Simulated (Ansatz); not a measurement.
**MoOs3 (model structure, started from the A15 type, Pm-3n, No. 223, 8 atoms in the cell)**

All values below come from r²SCAN in Ansatz (plane waves, PAW).

Run with plane-wave cutoff 560 eV, 12×12×12 k mesh, Fermi–Dirac smearing 0.05 eV, no spin polarisation, scalar-relativistic PAW data made under PBE.

Cell (relaxed at this level):

```
MoOs3
1.0
    4.91336     0.00000     0.00000
    0.00000     4.91336     0.00000
    0.00000     0.00000     4.91336
Os Mo
6 2
Cartesian
  1.22834   0.00000   2.45668
  3.68502   0.00000   2.45668
  0.00000   2.45668   1.22834
  0.00000   2.45668   3.68502
  2.45668   1.22834   0.00000
  2.45668   3.68502   0.00000
  0.00000   0.00000   0.00000
  2.45668   2.45668   2.45668
```

For MoOs3 (model structure, started from the A15 type, Pm-3n, No. 223, 8 atoms in the cell), the bulk modulus comes out as 353 GPa.

Note: the run has no spin polarisation, so it can have missed a magnetic state; the bulk modulus is −V dP/dV from two relaxed cells at ±2 % in volume; the relaxation could raise the start's symmetry but not lower it, so the cell can be a saddle point.

Spin–orbit coupling is not included.

A model structure was made by putting elements into a prototype or built by hand; it is no filed structure, need not be a known phase, and can be a saddle point held by its symmetry.

Ansatz is a program for electronic structure.
